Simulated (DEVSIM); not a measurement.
Simulated with DEVSIM: 1D drift-diffusion, Boltzmann statistics, complete ionisation; no tunnelling, impact ionisation, image-force lowering or self-heating.

Structure: abrupt Si p-n junction, at 400 K.

```tsv
layer (left to right)	material	thickness (μm)	Nd (cm⁻³)	Na (cm⁻³)	τn (s)	τp (s)
1	Si	2.10	-	8.9e18	1.3e-7	1.3e-7
2	Si	9.10	3.3e14	-	1.3e-7	1.3e-7
```

Left contact: ohmic. Right contact: ohmic. Voltage is applied to the left contact. Recombination: SRH at mid-gap, Auger. Gap narrowing is on: ΔEg = 6.92 meV × (l + √(l² + 0.5)), l = ln(N/1.3e17 cm⁻³), shared equally by both band edges. Mobility is μmin + (μ − μmin)/(1 + (N/Nref)^α).

Constants are typed, rounded textbook-type inputs, not results; the design itself was drawn at random and stands for no fabricated device. Values at 300 K; Nc and Nv go as T^1.5, mobilities as T to minus their exponent, the gap by Varshni's rule with the affinity fixed.

| parameter | Si |
|---|---|
| gap (eV) | 1.124 |
| affinity (eV) | 4.05 |
| permittivity | 11.7 |
| Nc (cm⁻³) | 2.86e19 |
| Nv (cm⁻³) | 3.1e19 |
| μn (cm²/Vs) | 1417 |
| μp (cm²/Vs) | 470 |
| μn,min | 52 |
| μp,min | 45 |
| Nref,n | 9.7e16 |
| Nref,p | 2.2e17 |
| αn | 0.68 |
| αp | 0.72 |
| T exponent of μn | 2.3 |
| T exponent of μp | 2.2 |
| Cn (cm⁶/s) | 2.8e-31 |
| Cp (cm⁶/s) | 9.9e-32 |
| Varshni α (eV/K) | 0.000473 |
| Varshni β (K) | 636 |

One input was changed, with this effect: potential step across the device at zero bias 0.602 → 0.640 V; dark forward voltage at 1 A/cm² 0.319 → 0.344 V.

Task: Which change was it?
(A) minority lifetime in layer 2 1.3e-07 → 3.9e-07 s
(B) constant mobility in place of the doping-dependent one
(C) Auger recombination switched off
(D) thickness of layer 1 2.1 → 3.6 μm
(E) doping Nd of layer 2 3.3e+14 → 9.9e+14 cm^-3

Result: E, doping Nd of layer 2 3.3e+14 → 9.9e+14 cm^-3
